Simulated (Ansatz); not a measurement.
We consider AlB₃N₃ (model structure, within 0.1 Å of P-62m, No. 189, 14 atoms in the cell), described by LDA (Ansatz, an electronic-structure program, plane waves, PAW).

Input:

Ansatz 0.2 input:
```yaml
crystal:
  lattice:
    - [13.1109648587, 0.0, 0.0]
    - [0.0, 3.7387710771, 2.1585727219]
    - [0.0, -3.7387710771, 2.1585727219]
  atoms:
    - { symbol: B, position: [0.0, 0.186174614, 0.186174614] }
    - { symbol: N, position: [0.0, 0.1875248348, 0.8541908685] }
    - { symbol: N, position: [0.5, -0.1448050229, -0.1448050229] }
    - { symbol: B, position: [0.5, -0.1441217708, 0.5222246106] }
    - { symbol: B, position: [0.0, 0.5208581622, 0.8555416607] }
    - { symbol: N, position: [0.0, 0.5208583958, 0.5208583958] }
    - { symbol: N, position: [0.5, 0.1892383243, 0.5222173566] }
    - { symbol: B, position: [0.5, 0.1885527132, 0.1885527132] }
    - { symbol: B, position: [0.0, 0.8555416607, 0.5208581622] }
    - { symbol: N, position: [0.0, 0.8541908685, 0.1875248348] }
    - { symbol: N, position: [0.5, 0.5222173566, 0.1892383243] }
    - { symbol: B, position: [0.5, 0.5222246106, -0.1441217708] }
    - { symbol: Al, position: [0.2496432126, 0.5207726265, 0.5207726265] }
    - { symbol: Al, position: [0.7503567874, 0.5207726265, 0.5207726265] }
basis:
  ecutwfc: 520
  ecutrho_ratio: 4
  xc_grid: 2
kpoints:
  mp_grid: { grid: [4, 16, 16] }
hamiltonian:
  xc: lda
  dispersion: none
  pseudopotentials: { kind: paw }
scf:
  occupations: { method: fermi_dirac, width: 0.05 }
  convergence: { dr2_threshold: 0.0000000014 }
output:
  forces: true
  stress: true
  eigenvalues: true
```

### Question
How many irreducible k-points, plane waves at Γ does the program set up, and what pressure does the run end with?

### Answer
219 irreducible k-points, 5605 plane waves at Γ; P = -2.59 GPa, so the cell is stretched on average and its volume would shrink at this level.

Excerpt of the program's output:

```
Crystal: 14 atoms, lattice volume = 211.622 Å³
Basis set: ecut = 520 eV, 5605 PW (Γ), exchange–correlation on 200×72×72 points (8 copies of the dense FFT grid, shifted against one another)
Bands: 41, of which v1, the nominal top of the filled ones, is band 27 counted from 1 (26 counted from 0)
Symmetry: 4 space group operations
Space group: Amm2 (ITA 38), of the structure as read, at distance tolerance 6.0e-5 Å
k-points: 219 of 1024 (time reversal used)
Functional: x = slater, c = lda
SCF iter   1: F=—  HF=-4178.712248 eV  |F-HF|=—  |Δ(HF+E_count)|=         —  Δρ=7.48e-3  dr2=9.54e-2
SCF iter   2: F=—  HF=-4178.698288 eV  |F-HF|=—  |Δ(HF+E_count)|=   1.40e-2  Δρ=3.42e-3  dr2=2.58e-2
  ...
SCF iter  13: F=—  HF=-4178.696146 eV  |F-HF|=—  |Δ(HF+E_count)|=  8.74e-10  Δρ=7.16e-7  dr2=1.58e-9
SCF iter  14: F=-4178.696146 eV  HF=-4178.696146 eV  |F-HF|=7.28e-12  |Δ(HF+E_count)|=  1.16e-10  Δρ=1.66e-7  dr2=1.14e-10
SCF 1 converged in 14 iterations: F = -4178.696146 eV  dr2 = 1.14e-10
SCF converged after 14 iterations
Free energy (F): -4178.696146 eV
Internal energy: -4178.669226 eV  (E = F + TS)
E sigma→0 (E₀):  -4178.682686 eV
Fermi energy:    4.139295 eV
--- Forces (eV/Å), atoms counted from 1 ---
  atom   1  B      0.00000000    -0.00000000     0.01344273
  atom   2  N      0.00000000    -0.00011324     0.00012572
  atom   3  N      0.00000000    -0.00000000    -0.00263278
  atom   4  B     -0.00000000    -0.00172478    -0.00110456
  atom   5  B      0.00000000     0.01173846    -0.00682797
  atom   6  N      0.00000000     0.00000000    -0.00005095
  atom   7  N      0.00000000     0.00267929     0.00167364
  atom   8  B      0.00000000     0.00000000     0.00150246
  atom   9  B      0.00000000    -0.01173846    -0.00682797
  atom  10  N      0.00000000     0.00011324     0.00012572
  atom  11  N      0.00000000    -0.00267929     0.00167364
  atom  12  B     -0.00000000     0.00172478    -0.00110456
  atom  13  Al     0.00070707    -0.00000000     0.00000244
  atom  14  Al    -0.00070707    -0.00000000     0.00000244
--- Stress (GPa, compression-positive) ---
       -0.555934       0.000000      -0.000000
        0.000000      -3.608458       0.000000
       -0.000000       0.000000      -3.606952
  P = ⅓ Tr σ = -2.5904 GPa (-25.904 kbar)
```

The PAW data were made under PBE.

Note: cell and atoms aren't relaxed at this level (pressure -2.6 GPa). Note: the cell has widely spaced layers and the level no dispersion term, so their spacing and the moduli can rest on weak binding.

The result took roughly 2.6 core-minutes.

A model structure was made by putting elements into a prototype or built by hand; it is no filed structure, need not be a known phase, and can be a saddle point held by its symmetry.
